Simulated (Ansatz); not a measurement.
# Effect of pressure −2 GPa on FeSb2

Base system: FeSb2 (space group Pnnm, No. 58; a = 5.7730 Å, b = 6.4294 Å, c = 3.1190 Å; non-magnetic).

Now apply this change: a negative pressure, −2 GPa.

The values are results of Ansatz (a first-principles code), PBEsol, PAW, cutoff 420 eV, no spin-orbit coupling, not measurements. Settings: 8×7×15 k-points, 0.05 eV Fermi–Dirac smearing.

- Density: 8.44 g/cm³ (base 8.59 g/cm³)
- Shortest interatomic distance: 2.542 Å (base 2.526 Å)
- Enthalpy H = E + PV relative to the base's energy: -0.24 eV/atom
- Band gap: zero (base zero)

Final structure:

```
CELL_PARAMETERS angstrom
      5.79928     0.00000     0.00000
      0.00000     6.46413     0.00000
      0.00000     0.00000     3.14350
ATOMIC_POSITIONS crystal
  Fe 0.00000 0.00000 0.00000
  Fe 0.50000 0.50000 0.50000
  Sb 0.19146 0.35370 0.00000
  Sb 0.80854 0.64630 0.00000
  Sb 0.30854 0.85370 0.50000
  Sb 0.69146 0.14630 0.50000
```

Spin-orbit coupling, missing from the scalar runs, can matter with Sb. Load acts through the strain it causes; cell and atoms are relaxed under it. Whether these cells are dynamically stable was not tested. Starting moments died away, wholly or in part, for the base; another magnetic solution may exist. The base started in Pnn2 and relaxed to Pnnm at this level. The final runs are not spin-polarised. The zero or small gap of FeSb2 can change with the level of theory.
